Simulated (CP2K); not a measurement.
# CP2K run on BaAl2Ga2 (I4/mmm, 5 atoms in the cell): self-consistent single point

Computed with PBEsol, GPW, DZVP-MOLOPT-SR-GTH basis, GTH-PBE potentials (GTH_POTENTIALS) run with CP2K.

Input as run:

```
&GLOBAL
  PROJECT scf
  RUN_TYPE ENERGY_FORCE
  PRINT_LEVEL LOW
&END GLOBAL
&FORCE_EVAL
  METHOD Quickstep
  STRESS_TENSOR ANALYTICAL
  &DFT
    BASIS_SET_FILE_NAME BASIS_MOLOPT
    POTENTIAL_FILE_NAME GTH_POTENTIALS
    &QS
      METHOD GPW
      EPS_DEFAULT 1E-11
    &END QS
    &MGRID
      CUTOFF 600
      REL_CUTOFF 50
      NGRIDS 5
    &END MGRID
    &SCF
      SCF_GUESS ATOMIC
      EPS_SCF 1E-7
      MAX_SCF 100
      ADDED_MOS 8
      &DIAGONALIZATION
        ALGORITHM STANDARD
      &END DIAGONALIZATION
      &MIXING
        METHOD BROYDEN_MIXING
        ALPHA 0.2
        NBUFFER 8
      &END MIXING
      &SMEAR ON
        METHOD GAUSSIAN
        SIGMA [eV] 0.1
      &END SMEAR
    &END SCF
    &KPOINTS
      SCHEME MONKHORST-PACK 7 7 7
    &END KPOINTS
    &XC
      &XC_FUNCTIONAL
        &PBE
          PARAMETRIZATION PBESOL
        &END PBE
      &END XC_FUNCTIONAL
    &END XC
    &PRINT
      &MO
        EIGENVALUES T
        OCCUPATION_NUMBERS T
        NDIGITS 8
        FILENAME mo
        &EACH
          QS_SCF 0
        &END EACH
        ADD_LAST NUMERIC
      &END MO
      &MULLIKEN OFF
      &END MULLIKEN
    &END PRINT
  &END DFT
  &SUBSYS
    &CELL
      A 6.42526900 0.00000000 0.00000000
      B 3.25349800 5.54065300 0.00000000
      C -4.83938400 -2.77032600 3.19213700
      PERIODIC XYZ
    &END CELL
    &COORD
      Ba       0.00000000     0.00000000     0.00000000
      Al       3.21263425     0.00000025     1.59606850
      Al       1.62674875     2.77032675     1.59606850
      Ga       3.67512462     2.10384135     0.00000000
      Ga       6.00364238     3.43681165     0.00000000
    &END COORD
    &KIND Ba
      BASIS_SET DZVP-MOLOPT-SR-GTH-q10
      POTENTIAL GTH-PBE-q10
    &END KIND
    &KIND Al
      BASIS_SET DZVP-MOLOPT-SR-GTH-q3
      POTENTIAL GTH-PBE-q3
    &END KIND
    &KIND Ga
      BASIS_SET DZVP-MOLOPT-SR-GTH-q13
      POTENTIAL GTH-PBE-q13
    &END KIND
  &END SUBSYS
  &PRINT
    &FORCES ON
    &END FORCES
    &STRESS_TENSOR ON
    &END STRESS_TENSOR
  &END PRINT
&END FORCE_EVAL
```

Log, with long lists cut:

```
 GLOBAL| Method name                                                        CP2K
 GLOBAL| Project name                                                        scf
 GLOBAL| Run type                                                   ENERGY_FORCE

 TOTAL NUMBERS AND MAXIMUM NUMBERS

  Total number of            - Atomic kinds:                                   3
                             - Atoms:                                          5
                             - Shell sets:                                     5
                             - Shells:                                        30
                             - Primitive Cartesian functions:                 26
                             - Cartesian basis functions:                    103
                             - Spherical basis functions:                     90

  Maximum angular momentum of- Orbital basis functions:                        3
                             - Local part of the GTH pseudopotential:          2
                             - Non-local part of the GTH pseudopotential:      4

 SCF PARAMETERS         Density guess:                                    ATOMIC
                        max_scf:                                             100
                        max_diis:                                              4
                        eps_scf:                                        1.00E-07
                        eps_diis:                                       1.00E-01
                        eps_eigval:                                     1.00E-05
                        level_shift [a.u.]:                             0.000000
                        added MOs                                         8    0
                        Mixing method:                            BROYDEN_MIXING
                                                charge density mixing in g-space
                        Smear method:                                   GAUSSIAN
                        Smearing width (sigma) [a.u.]:                  3.67E-03
                        Accuracy threshold:                             1.00E-10
                        No outer SCF

 Extrapolation method: initial_guess

 Number of electrons:                                                         42
 Number of occupied orbitals:                                                 21
 Number of molecular orbitals:                                                29

 Number of orbital functions:                                                 90
 Number of independent orbital functions:                                     90

 SCF WAVEFUNCTION OPTIMIZATION

  Step     Update method      Time    Convergence         Total energy    Change
     1 NoMix/Diag. 0.20E+00      -     1.67345778      -179.1248553127 -1.79E+02
     2 Broy./Diag. 0.20E+00      -     0.02041437      -179.2379711205 -1.13E-01
     3 Broy./Diag. 0.20E+00      -     0.04241879      -178.7731900779  4.65E-01
     4 Broy./Diag. 0.20E+00      -     0.00819579      -178.4799609996  2.93E-01
     5 Broy./Diag. 0.20E+00      -     0.00281791      -178.4745030726  5.46E-03
     6 Broy./Diag. 0.20E+00      -     0.00135083      -178.4872644296 -1.28E-02
     7 Broy./Diag. 0.20E+00      -     0.00059087      -178.4864389866  8.25E-04
   [... 3 lines left out ...]
    11 Broy./Diag. 0.20E+00      -     0.00000192      -178.4865910857  4.00E-05
    12 Broy./Diag. 0.20E+00      -     0.00000221      -178.4865988500 -7.76E-06
    13 Broy./Diag. 0.20E+00      -     0.00000069      -178.4866049042 -6.05E-06
    14 Broy./Diag. 0.20E+00      -     0.00000074      -178.4866019517  2.95E-06
    15 Broy./Diag. 0.20E+00      -     0.00000003      -178.4866005943  1.36E-06

  *** SCF run converged in    15 steps ***

  Electronic density on regular grids:        -41.9999999935        0.0000000065
  Core density on regular grids:               41.9999999995       -0.0000000005
  Total charge density on r-space grids:        0.0000000060
  Total charge density g-space grids:           0.0000000060

  Overlap energy of the core charge distribution:               0.00000000001009
  Self energy of the core charge distribution:               -258.11140388368483
  Core Hamiltonian energy:                                     70.82188837527791
  Hartree energy:                                              34.11476882801718
  Exchange-correlation energy:                                -25.31155914428521
  Smearing free energy correction:                             -0.00029476960713
  Fermi energy:                                                 0.24385638554142

  Total energy:                                              -178.48660059426902
  Total energy (extrapolated to sigma->0):                   -178.48645320946545

 ENERGY| Total FORCE_EVAL ( QS ) energy [hartree]           -178.486600685008426

 FORCES| Atomic forces [hartree/bohr]
 FORCES|   Atom     x               y               z               |f|
 FORCES|      1 -4.85497291E-09 -4.43700028E-09 -4.19918690E-09   7.80326240E-09
 FORCES|      2  8.46833674E-08 -1.34228112E-07  1.71159553E-08   1.59628991E-07
 FORCES|      3 -7.18803426E-08  1.42832227E-07 -2.25534275E-09   1.59915338E-07
 FORCES|      4  7.09835728E-04  4.06352893E-04 -1.48035730E-06   8.17919083E-04
 FORCES|      5 -7.09843696E-04 -4.06357073E-04  1.46969234E-06   8.17928055E-04
 FORCES| Sum    -1.97036921E-11 -1.30546803E-11 -3.53253320E-12
 FORCES| Total atomic force                                       2.38985136E-11

 STRESS| Analytical stress tensor [bar]
 STRESS|                        x                   y                   z
 STRESS|      x       -8.50982914048E+03   1.95141134344E+03  -2.45382318729E+00
 STRESS|      y        1.95141134344E+03  -1.08017352640E+04  -1.55485370417E+00
 STRESS|      z       -2.45382318729E+00  -1.55485370417E+00  -1.18981043824E+04
 STRESS| 1/3 Trace                                            -1.04032229290E+04
```

The run converged in 15 iterations.

The starting cell comes from a database of computed structures (which also holds hypothetical and non-ambient phases and stackings), without a prior relaxation at this level. Its lattice was rescaled by a random factor within 2.5 % of one. Values carry the incompleteness of an atom-centred basis. The potentials were made for another functional than the one used.

Cost on one core of a shared machine: roughly 2 min.
